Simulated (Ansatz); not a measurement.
System: CsCl-type LaMg. Method: r²SCAN (PAW; Ansatz, a quantum-chemistry and plane-wave program).

Settings: plane-wave cutoff 560 eV, 14×14×14 k mesh, Fermi–Dirac smearing 0.05 eV, scalar-relativistic PAW data made under PBE.

Computed at the level's own relaxed cell.

### Question
Estimate the lattice constant a and bulk modulus B0 that the calculation returns.

### Answer

- lattice constant a = 3.980 Å
- bulk modulus B0 = 34.4 GPa

The run finds no gap.

Note: the bulk modulus is −V dP/dV from two relaxed cells at ±2 % in volume.

Spin–orbit coupling is not included.

The computed numbers hold no vibrational or temperature effects.

The result took about 60 core-seconds (a rough figure).
